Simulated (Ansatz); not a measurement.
The starting structures come from a database of crystals and need not be the phases stable at ambient conditions.

## Evanescent states of TlInTe2 (I4/mcm, not sure to be the ambient phase, 8 atoms a cell, 34.6 Å³ an atom) along the normal of (101)

Computed with r2SCAN (plane waves, PAW; Ansatz, a program for electronic structure).

The gap is the functional's own, uncorrected, and κ follows it; spin-orbit coupling is left out. Mid-gap values are interpolated between the computed energies.

Energies count from the valence-band top; κ is the least over a 6×6 mesh across the current.

| E (eV) | κ (1/Å) | where |
|---|---|---|
| 0.04 | 0.074 | off Γ |
| 0.10 | 0.125 | off Γ |
| 0.17 | 0.139 | off Γ |
| 0.24 | 0.137 | off Γ |
| 0.32 | 0.133 | off Γ |
| 0.39 | 0.128 | off Γ |
| 0.46 | 0.122 | off Γ |
| 0.53 | 0.115 | off Γ |
| 0.59 | 0.107 | off Γ |
| 0.67 | 0.096 | off Γ |
| 0.73 | 0.082 | off Γ |
| 0.81 | 0.063 | off Γ |
| 0.88 | 0.030 | off Γ |

Task: How thick must the barrier be to attenuate the transmission by 10^6 when the electrodes' Fermi level lies at 0.24 eV, and what attenuation does that film give at 0.81 eV?

Result: d = 6 ln 10 / (2 × 0.137) = 50.4 Å. At 0.81 eV it gives 6 × 0.063/0.137 = 2.8 decades.
